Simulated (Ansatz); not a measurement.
A computed series for Sc2Al: pressure series

Take Sc2Al (space group P6_3/mmc, No. 194; a cell from a computed database, its experimental status unchecked) as the base.

```xyz
6
Lattice="4.8496 0.0000 0.0000 -2.4248 4.1999 0.0000 0.0000 0.0000 6.0902" Properties=species:S:1:pos:R:3 pbc="T T T"
Sc     0.0000     0.0000     0.0000
Sc     0.0000     0.0000     3.0451
Sc     0.0000     2.7999     4.5677
Sc     2.4248     1.4000     1.5226
Al     0.0000     2.7999     1.5226
Al     2.4248     1.4000     4.5677
```

Cell and atoms are relaxed at each pressure.

Method: Ansatz (a quantum-chemistry and plane-wave program) PBEsol, without spin-orbit coupling.

Notes on the quantities. enthalpy: H = E + PV relative to the base's energy.

```tsv
variant	shortest interatomic distance	enthalpy	c/a ratio
base	280.0 pm	–	1.256
pressure −2 GPa	282.5 pm	-0.26 eV/atom	1.259
pressure −1 GPa	281.2 pm	-0.13 eV/atom	1.257
pressure 0.3 GPa	279.6 pm	+0.04 eV/atom	1.255
pressure 0.7 GPa	279.2 pm	+0.09 eV/atom	1.255
pressure 1.5 GPa	278.3 pm	+0.19 eV/atom	1.254
pressure 3 GPa	276.8 pm	+0.38 eV/atom	1.252
pressure 5 GPa	274.8 pm	+0.63 eV/atom	1.249
pressure 7.5 GPa	272.7 pm	+0.92 eV/atom	1.246
pressure 10 GPa	270.6 pm	+1.22 eV/atom	1.244
```

Load acts through the strain it causes; cell and atoms are relaxed under it. Whether these cells are dynamically stable was not tested. Competing high-pressure phases were not computed. All final runs are without spin polarisation. Sc2Al has a high density of states at the Fermi level and may be magnetic at this level.
